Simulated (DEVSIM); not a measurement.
# Al0.3Ga0.7As/GaAs n-p heterojunction

Structure: Al0.3Ga0.7As/GaAs n-p heterojunction, at 300 K.

| layer (left to right) | material | thickness (μm) | Nd (cm⁻³) | Na (cm⁻³) | τn (s) | τp (s) |
|---|---|---|---|---|---|---|
| 1 | Al0.3Ga0.7As | 0.330 | 4.5e16 | - | 3.7e-10 | 1.1e-9 |
| 2 | GaAs | 4.30 | - | 1.6e16 | 3.7e-10 | 3.7e-10 |

Left contact: ohmic. Right contact: ohmic. Voltage is applied to the left contact. Recombination: SRH at mid-gap, Auger. Mobility is μmin + (μ − μmin)/(1 + (N/Nref)^α).

Constants are typed, rounded textbook-type inputs, not results; the design itself was drawn at random and stands for no fabricated device. Values at 300 K.

```tsv
parameter	Al0.3Ga0.7As	GaAs
gap (eV)	1.7981	1.424
affinity (eV)	3.833	4.07
permittivity	12.05	12.9
Nc (cm⁻³)	6.96e17	4.7e17
Nv (cm⁻³)	9e18	9e18
μn (cm²/Vs)	3880	8500
μp (cm²/Vs)	197	400
μn,min	500	500
μp,min	20	20
Nref,n	6e16	6e16
Nref,p	1.5e17	1.5e17
αn	0.39	0.39
αp	0.38	0.38
Cn (cm⁶/s)	1e-30	1e-30
Cp (cm⁶/s)	1e-30	1e-30
```

Model (solved in DEVSIM): 1D drift-diffusion, Boltzmann statistics, complete ionisation; no tunnelling, impact ionisation, image-force lowering or self-heating. Band offsets follow the typed affinities; no thermionic-emission limit at abrupt steps, no polarisation charge.

Potential step across the device at zero bias: 1.426 V
Largest field in the device at zero bias: 71000 V/cm
Dark forward voltage at 1 A/cm²: 0.971 V
Dark forward voltage at 100 A/cm²: 1.129 V

Dark reverse current:

```json
[
 {"V (V)": "0.04", "J (A/cm²)": "6.2e-10"},
 {"V (V)": "0.10", "J (A/cm²)": "1.3e-9"},
 {"V (V)": "0.20", "J (A/cm²)": "2.1e-9"},
 {"V (V)": "0.30", "J (A/cm²)": "2.9e-9"},
 {"V (V)": "0.40", "J (A/cm²)": "3.7e-9"},
 {"V (V)": "0.60", "J (A/cm²)": "5.1e-9"},
 {"V (V)": "0.80", "J (A/cm²)": "6.4e-9"},
 {"V (V)": "1.00", "J (A/cm²)": "7.6e-9"},
 {"V (V)": "1.30", "J (A/cm²)": "9.2e-9"},
 {"V (V)": "1.60", "J (A/cm²)": "1.1e-8"},
 {"V (V)": "2.00", "J (A/cm²)": "1.2e-8"}
]
```

Small-signal capacitance in reverse bias (quasi-static):

```tsv
V (V)	C (nF/cm²)
0.04	27.4
0.1	26.8
0.2	26.0
0.3	25.2
0.4	24.4
0.6	23.2
0.8	22.1
1	21.1
1.3	19.9
1.6	18.9
2	17.7
```
